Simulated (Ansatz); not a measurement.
Output of an Ansatz run (abridged):

```
WARN ansatz: RAYON_NUM_THREADS=1 ignored (pool sized by the plan → 1); use --threads N
Pseudopotentials: kind: paw
Pseudopotential: Hg, paw, valence charge 20
Pseudopotential: Pd, paw, valence charge 18
Crystal: 8 atoms, lattice volume = 149.497 Å³
Basis set: ecut = 420.4159175005146 eV, 2945 PW (Γ), exchange–correlation on 72×72×72 points (8 copies of the dense FFT grid, shifted against one another)
Bands: 92, of which v1, the nominal top of the filled ones, is band 76 counted from 1 (75 counted from 0)
Symmetry: 3 space group operations
Space group: R3 (ITA 146), of the structure as read, at distance tolerance 5.3e-5 Å
k-points: 23 of 125 (time reversal used)
PAW frozen core: Hg, regenerated for the run's functional, and the local potential with it
PAW frozen core: Pd, regenerated for the run's functional, and the local potential with it
Initial density: superposition of atomic densities (neutral atoms: chi_scale 0, normalization atom), corrected by the library's trained network
Initial wavefunctions: pseudopotential atomic-orbital guess
Eigensolver: davidson
Functional: x = pbesol(κ = 0.804, μ = 0.12345679012345678), c = pbesol(β = 0.046)
SCF iter   1: F=—  HF=-82299.714274 eV  |F-HF|=—  |Δ(HF+E_count)|=         —  Δρ=8.87e-3  dr2=1.19e-1  ethr=1.77e-3  ⟨swp⟩=5.1  Hψ=7463  notcnv=0  defer=61
all-band conjugate gradients solve this SCF's bands
preconditioner: auto → Kerker (q_TF=auto, 2.736 Å⁻¹)
SCF iter   2: F=—  HF=-82299.692755 eV  |F-HF|=—  |Δ(HF+E_count)|=   2.15e-2  Δρ=3.81e-3  dr2=2.26e-2  ethr=7.86e-5  ⟨swp⟩=1.3  Hψ=2706  notcnv=0  defer=83
SCF iter   3: F=—  HF=-82299.687527 eV  |F-HF|=—  |Δ(HF+E_count)|=   5.23e-3  Δρ=7.34e-4  dr2=7.84e-4  ethr=1.49e-5  ⟨swp⟩=2.1  Hψ=2862  notcnv=0  defer=83
SCF iter   4: F=—  HF=-82299.687453 eV  |F-HF|=—  |Δ(HF+E_count)|=   7.41e-5  Δρ=1.60e-4  dr2=4.15e-5  ethr=5.16e-7  ⟨swp⟩=2.0  Hψ=2786  notcnv=0  defer=83
SCF iter   5: F=—  HF=-82299.687433 eV  |F-HF|=—  |Δ(HF+E_count)|=   2.06e-5  Δρ=4.58e-5  dr2=4.85e-6  ethr=2.73e-8  ⟨swp⟩=2.1  Hψ=2756  notcnv=0  defer=83
SCF iter   6: F=—  HF=-82299.687432 eV  |F-HF|=—  |Δ(HF+E_count)|=   7.36e-7  Δρ=1.13e-5  dr2=2.07e-7  ethr=3.19e-9  ⟨swp⟩=2.0  Hψ=2888  notcnv=0  defer=83
SCF iter   7: F=-82299.687432 eV  HF=-82299.687432 eV  |F-HF|=4.92e-9  |Δ(HF+E_count)|=   2.69e-8  Δρ=2.97e-6  dr2=1.23e-8  ethr=6.58e-11  ⟨swp⟩=9.4  Hψ=8769  notcnv=0
SCF 1 converged in 7 iterations: F = -82299.687432 eV  dr2 = 1.23e-8
SCF converged after 7 iterations
Free energy (F): -82299.687432 eV
Harris-Foulkes:  -82299.687432 eV  (|F-HF|=4.92e-9)
Internal energy: -82299.664947 eV  (E = F + TS)
E sigma→0 (E₀):  -82299.676190 eV
Entropy (-TS):   -0.022485 eV (-2.811 meV/atom)
Fermi energy:    17.105666 eV
--- Per-component energies (eV) ---
  E_band       = -2100.558831
  E_kinetic    = 4467.854920
  E_local      = -17016.156661  (includes V_loc(G=0)·N_el)
  E_nonlocal   = 1186.037960
  E_hartree    = 7121.646224
  E_xc         = -1543.813741
  E_vxc        = -1887.974572  (∫ρ·V_xc dr)
  E_paw        = -53943.360553  (= ΣΔE_a)
  E_vpaw       = -3093.612656  (= ΣTr[D̂ρ^β])
  E_aug_tail   = 0.004438  (compensation charges beyond the density's cutoff)
  E_ewald      = -22574.402237
  E_core_change = 2.524702  (= ΣΔE_core)
  E_smearing   = -0.022485  (= −TS)
  E_closure    = -0.000000  (closes the sum)
  Σ components = -82299.687432   (vs F -82299.687432, Δ=0.00e0)
--- Forces (eV/Å), atoms counted from 1 ---
  atom   1  Hg    -0.01073070     0.03811749    -0.01931810
  atom   2  Hg     0.03811749    -0.01931810    -0.01073070
  atom   3  Hg    -0.01931810    -0.01073070     0.03811749
  atom   4  Hg    -0.17215057    -0.17215057    -0.17215057
  atom   5  Pd     0.00462504     0.00162213     0.12454022
  atom   6  Pd     0.00162213     0.12454022     0.00462504
  atom   7  Pd     0.12454022     0.00462504     0.00162213
  atom   8  Pd     0.03329491     0.03329491     0.03329491
  max |Σ_I F_I| component: 4.24e-7 eV/Å
--- Stress (GPa, compression-positive) ---
       -7.065129       0.018495       0.018495
        0.018495      -7.065129       0.018495
        0.018495       0.018495      -7.065129
  P = ⅓ Tr σ = -7.0651 GPa (-70.651 kbar)
  The stress holds the Pulay correction. Without it, at fixed plane waves, as pw.x and ABINIT print it: P = -7.1068 GPa
--- Band table (eV; the first three rows and the last of 23) ---
  k-point 0: bands = ["-97.7837", "-97.7814", "-97.7810", "-97.7810", "-66.6833", "-66.6811", "-66.6811", "-66.6597", "-46.1748", "-46.1748", "-46.1734", "-46.1705", "-46.1689", "-46.1689", "-46.1664", "-46.1664", "-46.1615", "-46.1611", "-46.1611", [...]
  k-point 1: bands = ["-97.7837", "-97.7814", "-97.7811", "-97.7810", "-66.6832", "-66.6815", "-66.6809", "-66.6597", "-46.1759", "-46.1751", "-46.1723", "-46.1708", "-46.1701", "-46.1671", "-46.1660", "-46.1657", "-46.1621", "-46.1613", "-46.1612", [...]
  k-point 2: bands = ["-97.7837", "-97.7813", "-97.7811", "-97.7809", "-66.6829", "-66.6818", "-66.6808", "-66.6597", "-46.1763", "-46.1760", "-46.1721", "-46.1713", "-46.1688", "-46.1665", "-46.1649", "-46.1645", "-46.1628", "-46.1617", "-46.1614", [...]
  k-point 22: bands = ["-97.7836", "-97.7812", "-97.7811", "-97.7811", "-66.6823", "-66.6818", "-66.6815", "-66.6598", "-46.1756", "-46.1755", "-46.1735", "-46.1732", "-46.1674", "-46.1656", "-46.1645", "-46.1638", "-46.1625", "-46.1623", [...]
```

The structure:

```
CELL_PARAMETERS angstrom
      5.30735     0.00000     0.00000
      0.00000     5.30735     0.00000
      0.00000     0.00000     5.30735
ATOMIC_POSITIONS crystal
  Hg 0.84356 0.65644 0.34356
  Hg 0.65644 0.34356 0.84356
  Hg 0.34356 0.84356 0.65644
  Hg 0.16188 0.16188 0.16188
  Pd 0.15255 0.34745 0.65255
  Pd 0.34745 0.65255 0.15255
  Pd 0.65255 0.15255 0.34745
  Pd 0.84745 0.84745 0.84745
```

**Question.** Write an input that gives this output.

**Answer.** Other spellings and defaults could give the same log, and not every line can be read from it. The input that was run (DFT, PBEsol, plane waves, default PAW files made with PBE):

Ansatz 0.2 input:
```yaml
crystal:
  lattice:
    - [5.30735000, 0.00000000, 0.00000000]
    - [0.00000000, 5.30735000, 0.00000000]
    - [0.00000000, 0.00000000, 5.30735000]
  atoms:
    - { symbol: Hg, position: [0.84356000, 0.65644000, 0.34356000] }
    - { symbol: Hg, position: [0.65644000, 0.34356000, 0.84356000] }
    - { symbol: Hg, position: [0.34356000, 0.84356000, 0.65644000] }
    - { symbol: Hg, position: [0.16187900, 0.16187900, 0.16187900] }
    - { symbol: Pd, position: [0.15255000, 0.34745000, 0.65255000] }
    - { symbol: Pd, position: [0.34745000, 0.65255000, 0.15255000] }
    - { symbol: Pd, position: [0.65255000, 0.15255000, 0.34745000] }
    - { symbol: Pd, position: [0.84745000, 0.84745000, 0.84745000] }
basis:
  ecutwfc: 30.9 Ry
kpoints:
  mp_grid:
    grid: [5, 5, 5]
hamiltonian:
  xc: pbesol
  pseudopotentials:
    kind: paw
scf:
  occupations:
    method: gaussian
    width: 0.0073 Ry
output:
  forces: true
  eigenvalues: true
  stress: true
```

The starting cell comes from a database of computed structures (which also holds hypothetical and non-ambient phases and stackings), without a prior relaxation at this level. Its lattice was rescaled by up to half a per cent. One atom was moved a little off its site on purpose. Spin-orbit coupling is off. Spin polarisation is off. With a pressure of about -7 GPa the cell is away from its equilibrium volume at this level. Ansatz's pressure includes its estimate of the finite-basis (Pulay) stress.

Ansatz is a program for electronic structure.
